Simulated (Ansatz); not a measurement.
TiB2, response to strain

Consider TiB2 (space group P6/mmm, No. 191; a = 3.032 Å, c = 3.224 Å; relaxed with 0.1 eV smearing). Axes: x lies along a and z along c of the hexagonal cell.

Strains are applied to the cell and any free atomic positions relax.

Computed with PBE (Ansatz, a first-principles code), no SOC.

Notes on the quantities. pressure: mean of the normal stresses, compression positive; energy relative to the base: free energy F.

```json
[
 {"variant": "base", "pressure": "0.0 GPa", "energy relative to the base": "0 meV/atom", "volume per atom": "8.56 Å³"},
 {"variant": "uniaxial strain ε_zz = −3.00 %", "pressure": "(withheld)", "energy relative to the base": "(withheld)", "volume per atom": "8.30 Å³"},
 {"variant": "uniaxial strain ε_zz = −2.50 %", "pressure": "5.9 GPa", "energy relative to the base": "+7.9 meV/atom", "volume per atom": "8.34 Å³"},
 {"variant": "uniaxial strain ε_zz = −1.50 %", "pressure": "3.4 GPa", "energy relative to the base": "+2.8 meV/atom", "volume per atom": "8.43 Å³"},
 {"variant": "uniaxial strain ε_zz = −1.00 %", "pressure": "2.3 GPa", "energy relative to the base": "+1.2 meV/atom", "volume per atom": "8.47 Å³"},
 {"variant": "uniaxial strain ε_zz = −0.50 %", "pressure": "1.1 GPa", "energy relative to the base": "+0.3 meV/atom", "volume per atom": "8.51 Å³"},
 {"variant": "uniaxial strain ε_zz = +1.00 %", "pressure": "-2.1 GPa", "energy relative to the base": "+1.2 meV/atom", "volume per atom": "8.64 Å³"},
 {"variant": "uniaxial strain ε_zz = +1.50 %", "pressure": "-3.1 GPa", "energy relative to the base": "+2.6 meV/atom", "volume per atom": "8.69 Å³"},
 {"variant": "uniaxial strain ε_zz = +2.00 %", "pressure": "-4.1 GPa", "energy relative to the base": "+4.7 meV/atom", "volume per atom": "8.73 Å³"},
 {"variant": "uniaxial strain ε_zz = +3.00 %", "pressure": "-6.0 GPa", "energy relative to the base": "+10 meV/atom", "volume per atom": "8.81 Å³"}
]
```

**Question.** Complete the table.

**Answer.** 
- uniaxial strain ε_zz = −3.00 %, pressure: 7.2 GPa
- uniaxial strain ε_zz = −3.00 %, energy relative to the base: +11 meV/atom

Stability against distortions was not tested. The final runs are not spin-polarised.
